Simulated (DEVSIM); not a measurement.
Structure: abrupt Si p-n junction, at 300 K.

Layer 1 from the left is Si, thickness (μm) 0.270, Na (cm⁻³) 2.2e16, τn (s) 0.00019, τp (s) 0.00019. Layer 2 from the left is Si, thickness (μm) 76.0, Nd (cm⁻³) 4.6e16, τn (s) 0.00019, τp (s) 0.00019.

Left contact: ohmic. Right contact: ohmic. Voltage is applied to the left contact. Recombination: SRH at mid-gap, radiative. Gap narrowing is on: ΔEg = 6.92 meV × (l + √(l² + 0.5)), l = ln(N/1.3e17 cm⁻³), shared equally by both band edges. Mobility is μmin + (μ − μmin)/(1 + (N/Nref)^α).

The device is made up for the run: typed textbook-type constants, with dimensions and the other settings drawn at random. Values at 300 K.

Si: gap (eV) 1.124, affinity (eV) 4.05, permittivity 11.7, Nc (cm⁻³) 2.86e19, Nv (cm⁻³) 3.1e19, μn (cm²/Vs) 1417, μp (cm²/Vs) 470, μn,min 52, μp,min 45, Nref,n 9.7e16, Nref,p 2.2e17, αn 0.68, αp 0.72, B (cm³/s) 4.7e-15.

Model (solved in DEVSIM): 1D drift-diffusion, Boltzmann statistics, complete ionisation; no tunnelling, impact ionisation, image-force lowering or self-heating.

### Question
What does the simulation give for the potential step across the device at zero bias, the dark forward voltage at 1 A/cm², the largest field in the device at zero bias, the dark forward voltage at 100 A/cm²?

### Answer
potential step across the device at zero bias 0.769 V; dark forward voltage at 1 A/cm² 0.530 V; largest field in the device at zero bias 57000 V/cm; dark forward voltage at 100 A/cm² 0.768 V.
